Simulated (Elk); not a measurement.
Band structure of TmAlSi (Cmcm, 6 atoms in the cell).

```xyz
6
Lattice="1.9766 -5.0665 0.0000 1.9766 5.0665 0.0000 0.0000 0.0000 5.6237" Properties=species:S:1:pos:R:3 pbc="T T T"
Tm     1.9766    -1.9802     4.2178
Tm     1.9766     1.9802     1.4059
Al     0.0000     0.0000     0.0000
Al     0.0000     0.0000     2.8119
Si     1.9766     1.0156     4.2178
Si     1.9766    -1.0156     1.4059
```
Moments meant for the start (each program seeds them in its own way; μB, in the order of the atoms Tm Tm Al Al Si Si): 2.0 2.0 0.0 0.0 0.0 0.0.

Computed with PBEsol, all-electron FP-LAPW, Elk's shipped species files, default APW+lo basis run with Elk 10.2.4.

Settings: xctype = 22; spinpol = true; rgkmax = 7; stype = 3; swidth = 0.00367493 Ha; ngridk = 5 5 3; reducebf = 0.8; nempty = 8 per atom.

The starting cell comes from a database of computed structures (which also holds hypothetical and non-ambient phases and stackings), without a prior relaxation at this level. Spin-orbit coupling is off. The magnetic order is the one reached from the typed start; others were not searched systematically. With U or open f shells several self-consistent states can exist. The f electrons are in the valence without U or exact exchange, which can misplace them near the Fermi level. Spin-orbit terms, which matter for f shells, are left out. Values depend on the basis (sphere radii, cutoffs, local orbitals), which need not be converged.

Levels in eV from the Fermi level, bands 35 to 42 of the first spin channel:
```json
[
 {"point": "Γ", "35": "-1.05", "36": "-1.03", "37": "-0.44", "38": "-0.30", "39": "1.67", "40": "2.13", "41": "2.32", "42": "2.81"},
 {"point": "X", "35": "-1.12", "36": "-1.09", "37": "-0.78", "38": "-0.56", "39": "0.89", "40": "1.08", "41": "3.36", "42": "3.71"},
 {"point": "S", "35": "-1.14", "36": "-1.11", "37": "-1.10", "38": "-0.40", "39": "0.33", "40": "1.42", "41": "3.47", "42": "4.17"},
 {"point": "R", "35": "-1.12", "36": "-1.11", "37": "-0.40", "38": "-0.40", "39": "1.76", "40": "1.76", "41": "2.87", "42": "2.87"},
 {"point": "A", "35": "-0.89", "36": "-0.88", "37": "-0.41", "38": "-0.41", "39": "1.27", "40": "1.27", "41": "2.95", "42": "2.96"},
 {"point": "Z", "35": "-1.12", "36": "-1.12", "37": "-0.36", "38": "-0.36", "39": "1.63", "40": "1.63", "41": "2.33", "42": "2.33"},
 {"point": "Y", "35": "-0.88", "36": "-0.79", "37": "0.22", "38": "1.10", "39": "1.50", "40": "2.54", "41": "3.11", "42": "3.18"},
 {"point": "X1", "35": "-1.12", "36": "-1.09", "37": "-0.78", "38": "-0.56", "39": "0.89", "40": "1.08", "41": "3.36", "42": "3.71"},
 {"point": "A1", "35": "-0.89", "36": "-0.88", "37": "-0.41", "38": "-0.41", "39": "1.27", "40": "1.27", "41": "2.95", "42": "2.96"},
 {"point": "T", "35": "-0.73", "36": "-0.73", "37": "0.09", "38": "0.09", "39": "1.91", "40": "1.91", "41": "1.98", "42": "1.98"}
]
```

Bands cross the Fermi level along this path, so the cell is metallic at this level.

The net moment of the cell came out as 2.72 μB.
